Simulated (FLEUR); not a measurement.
A self-consistent single point of PdIn (Pm-3m, 2 atoms in the cell) with FLEUR.

Computed with PBE, all-electron FLAPW (FLEUR), scalar-relativistic valence run with FLEUR.

```
PdIn
1.0
    3.25000     0.00000     0.00000
    0.00000     3.25000     0.00000
    0.00000     0.00000     3.25000
In Pd
1 1
Direct
  0.50000   0.50000   0.50000
  0.00000   0.00000   0.00000
```

Reference input (self-consistent single point, DFT, PBE, all-electron FLAPW (FLEUR), scalar-relativistic valence): Kmax = 4.1 1/bohr; GmaxXC = 12.3 1/bohr; xcFunctional = pbe; jspins = 1; l_soc = F; mode = hist; fermiSmearingEnergy = 0.00367493 Htr; mesh (inpgen div1-3) = 8 8 8; inpgen gamma flag = true; Gmax = 12.3 1/bohr; numbands = 0; maxIterBroyd = 15. This run's input differs from it in these lines:

```diff
@@ -14,3 +14,3 @@
 &comp jspins=1 /
-&kpt div1=8 div2=8 div3=8 gamma=t /
+&kpt div1=6 div2=6 div3=6 gamma=t /
 &end /
```

The program printed (abridged):

```
 Iteration:     1   Distance:       6.77553599 me/bohr^3
 Iteration:     2   Distance:       6.03324852 me/bohr^3
 Iteration:     3   Distance:       2.96762255 me/bohr^3
 Iteration:     4   Distance:       1.65692828 me/bohr^3
 Iteration:     5   Distance:       0.62983798 me/bohr^3
   [... 5 lines left out ...]
 Iteration:    11   Distance:       0.00093048 me/bohr^3
 Iteration:    12   Distance:       0.00066288 me/bohr^3
 Iteration:    13   Distance:       0.00012484 me/bohr^3
 Iteration:    14   Distance:       0.00000832 me/bohr^3
 Run finished successfully
 Stop message:
   Structural relaxation: Done

[file out, last iteration]
             iter=     15
[...]
          total density-effective poten   -1.7997381617E+04
          total charge density-energy d   -3.0435592479E+02
 Updated energy parameters for spin:           1
[...]
 fermi energy and band-weighting factors:

[...]
FERMIE:
          first approx. to ef    (T=0)  :   0.411465 htr   (energy of the highest occ. eigenvalue)
          number of occ. states  (T=0)  :        289
          first approx. to seigv (T=0)  :  -6.354102 htr
          sum of weights of occ. states :  14.500000
          sum of semicore charge        :   0.000000 e
FERHIS:  Fermi-Energy by histogram:
          bandgap                     :   0.003954 htr
   [... lines left out ...]
          charge neutrality (T=0)     :   0.000000    (zero if the highest occ. eigenvalue is "entirely" occupied)
     EF_NEWTON:  Adjust Fermi-Energy by Newton-Method.
 Direct bandgap for spin            1 :    9.4353106568192402E-003  Htr
 ---->    free energy=                    -10930.3885810096 htr
   [... lines left out ...]
      extrapolation for T->0
 ---->    total electron energy=          -10930.3880026807 htr
 ***** TOTAL FORCES ON ATOMS *****
 TOTAL FORCE FOR ATOM TYPE=  1  X=  3.071   Y=  3.071   Z=  3.071
                       FX_TOT= 0.000000 FY_TOT= 0.000000 FZ_TOT= 0.000000
 TOTAL FORCE FOR ATOM TYPE=  2  X=  0.000   Y=  0.000   Z=  0.000
                       FX_TOT= 0.000000 FY_TOT= 0.000000 FZ_TOT= 0.000000
 Structural relaxation: Done
```

The run converged in 14 iterations. FLEUR gives forces in its relaxation mode, with a further iteration, so its stop message speaks of a relaxation. Against the reference run the free energy goes up by 15.6 meV/atom.

The starting cell has typed, rounded lattice constants, without a prior relaxation at this level. Spin polarisation is off. Values depend on the basis (sphere radii, cutoffs, local orbitals), which need not be converged. The log's line on a gap gives a spacing of levels on this mesh, which the program prints for metals too.
